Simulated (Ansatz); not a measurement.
Defect migration in 2H silicon carbide: interstitial B, charge state +3. Calculation: PBE, PAW (plane waves to 420 eV; Ansatz, a first-principles code).

72-site cell at the relaxed PBE lattice, the Γ point alone, smearing 0.01 eV, spin-restricted, no finite-size correction. Energies are static. The host's phase is taken as given; its stability against other phases was not computed. The charge state is imposed; whether it is stable for some Fermi level was not computed. Sites that were not tried may lie lower.

Barriers: single points on a 2×2×2 k-point mesh shifted by half a step along c at the bands' geometries (they differ from the bands' own by up to 0.27 eV, and are uncertain by about as much).

A. a concerted move, in which B travels most; the atom moves 1.21 Å along (0.39, 0.00, 0.00) of the unit cell; the moving atom starts with neighbours 2 C at 1.59, C at 1.62; Si at 1.97, 2 Si at 2.09 Å and ends with 2 C at 1.59, C at 1.62; Si at 1.97, 2 Si at 2.09 Å; the start lies 0.47 eV above the lowest site run; saddle order not checked, on a symmetry element.
B. a direct jump of one B atom; the atom moves 1.31 Å along (-0.40, -0.20, -0.15) of the unit cell; the moving atom starts with neighbours 3 C at 1.61; 3 Si at 2.13 Å and ends with 2 C at 1.59, C at 1.62; Si at 1.97, 2 Si at 2.09 Å; saddle order not checked, on a symmetry element.
C. a direct jump of one B atom; the atom moves 2.09 Å along (0.40, 0.20, 0.35) of the unit cell; the moving atom starts with neighbours 3 C at 1.61; 3 Si at 2.13 Å and ends with 2 C at 1.59, C at 1.62; Si at 1.97, 2 Si at 2.09 Å; saddle order not checked, on a symmetry element.

A band can be held on a symmetry element, so unchecked saddle points there may be too high.

Rank these by forward barrier (lowest first), as PBE, PAW gives it.

A (0.33 eV), B (0.93 eV), C (2.62 eV)
